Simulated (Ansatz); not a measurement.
Results of PBEsol (Ansatz, a program for electronic structure, plane waves, PAW) for ZnGaNO (model structure, started from the AlSiCN type, P3m1, No. 156, 4 atoms in the cell).

Numerical settings: plane-wave cutoff 520 eV, 12×12×6 k mesh (along the axes of the cell as run), Fermi–Dirac smearing 0.01 eV, scalar-relativistic PAW data made under PBE.

Cell (relaxed at this level):

Space group P3m1 (No. 156); a = 3.196 Å, b = 3.196 Å, c = 5.220 Å, α = 90.00°, β = 90.00°, γ = 120.00°

| atom | site | symmetry | x | y | z |
|---|---|---|---|---|---|
| Ga | 1b | 3m. | 0.3333 | 0.6667 | 0.5074 |
| Zn | 1c | 3m. | 0.6667 | 0.3333 | 0.9911 |
| O | 1b | 3m. | 0.3333 | 0.6667 | 0.1384 |
| N | 1c | 3m. | 0.6667 | 0.3333 | 0.6131 |

### Question
Give the computed band gap and bulk modulus B0.

### Answer

- band gap = 1.26 eV (on the SCF k mesh)
- bulk modulus B0 = 168 GPa

Note: the bulk modulus is −V dP/dV from two relaxed cells at ±2 % in volume; the relaxation could raise the start's symmetry but not lower it, so the cell can be a saddle point.

Spin–orbit coupling is not included.

The computed numbers hold no vibrational or temperature effects.

Computing time: roughly 2.3 core-minutes.

A model structure was made by putting elements into a prototype or built by hand; it is no filed structure, need not be a known phase, and can be a saddle point held by its symmetry.
